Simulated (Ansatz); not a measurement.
Start from BP in the zinc blende structure (space group F-43m, No. 216).

```xyz
2
Lattice="0.0000 2.2601 2.2601 2.2601 0.0000 2.2601 2.2601 2.2601 0.0000" Properties=species:S:1:pos:R:3 pbc="T T T"
B      0.0000     0.0000     0.0000
P      1.1300     1.1300     1.1300
```

Cartesian axes are those of the cell as printed.

Method: Ansatz (a program for electronic structure) PBEsol, spin-orbit coupling left out.

Base values:

The valence-band top at Γ comes out as 0.00, 0.00, 0.00 eV and the smallest direct gap is 3.38 eV.

The change: tensor shear ε_xy = +1.43 % (engineering shear γ = 0.0286), atoms relaxed at fixed cell.

Q: How does this affect the valence-band top at Γ?

A: The valence-band top at Γ (three highest levels, from the VBM) goes from 0.00, 0.00, 0.00 eV to 0.00, -0.15, -0.26 eV.

Q: Predict the new smallest direct gap.

A: The smallest direct gap drops by 0.37 eV, from 3.38 eV to 3.01 eV.

The cells carry an imposed strain or load. Whether these cells are dynamically stable was not tested.
